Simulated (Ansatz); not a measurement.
## TiO₂ (C2/m, No. 12, 12 atoms in the cell; start mp-554278; a measured phase of this formula has another space group)

Method: r²SCAN in Ansatz (PAW).

Run with plane-wave cutoff 560 eV, 10×10×6 k mesh (along the axes of the cell as run), Fermi–Dirac smearing 0.01 eV, no spin polarisation, scalar-relativistic PAW data made under PBE.

Cell (relaxed at this level):

```cif
data_O8Ti4
_chemical_formula_sum 'Ti4 O8'
_space_group_name_H-M_alt 'P 1'
_space_group_IT_number 1
_cell_length_a 6.37478
_cell_length_b 6.37478
_cell_length_c 6.56143
_cell_angle_alpha 106.238
_cell_angle_beta 106.238
_cell_angle_gamma 34.053
loop_
_space_group_symop_operation_xyz
  'x, y, z'
loop_
_atom_site_label
_atom_site_type_symbol
_atom_site_fract_x
_atom_site_fract_y
_atom_site_fract_z
_atom_site_occupancy
Ti1 Ti 0.80552 0.80552 0.71732 1
Ti2 Ti 0.19448 0.19448 0.28268 1
Ti3 Ti 0.10059 0.10059 0.70960 1
Ti4 Ti 0.89941 0.89941 0.29040 1
O1 O 0.05833 0.05833 0.37057 1
O2 O 0.94167 0.94167 0.62943 1
O3 O 0.63853 0.63853 0.70592 1
O4 O 0.36147 0.36147 0.29408 1
O5 O 0.13294 0.13294 0.00372 1
O6 O 0.86706 0.86706 0.99628 1
O7 O 0.73606 0.73606 0.34704 1
O8 O 0.26394 0.26394 0.65296 1
```

```json
{
  "band_gap": "3.21 eV (indirect)",
  "smallest_direct_gap_on_the_k_points_sampled": "3.41 eV"
}
```

Computed values are for the static lattice.

The result took very roughly 2.3 core-minutes.

A start named mp-… is a Materials Project structure, which need not be a measured phase.

Ansatz is a quantum-chemistry and plane-wave program.
